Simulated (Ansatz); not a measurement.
## Fermi-surface data of Ag (P6_3/mmc)

```yaml
crystal:
  lattice:
    - [2.88282, 0.00000, 0.00000]
    - [-1.44141, 2.49659, 0.00000]
    - [0.00000, 0.00000, 4.73154]
  atoms:
    - { symbol: Ag, position: [0.33333, 0.66667, 0.25000] }
    - { symbol: Ag, position: [0.66667, 0.33333, 0.75000] }
```

These are PBEsol, rigid bands (plane waves, PAW, scalar-relativistic; Ansatz, a first-principles code) values and carry that method's errors. Condition of this run: hydrostatic pressure -2 GPa (the target of the relaxation). Cell: cell and atoms relaxed with PBEsol, then loaded as said.

density of states at the Fermi level: 0.575 states/(eV·cell), both spins
bare Sommerfeld coefficient: 0.68 mJ/(mol of atoms·K²)
Drude plasma energy: 9.0 eV
root-mean-square Fermi velocity: 1.4e6 m/s
resistivity times τ: 6.0 ×10⁻²² Ω·m·s

A metal at this level (no band gap); rigid bands, thermally averaged at 300 K, both spins. Spin-orbit coupling is left out. τ is one relaxation time for all states.
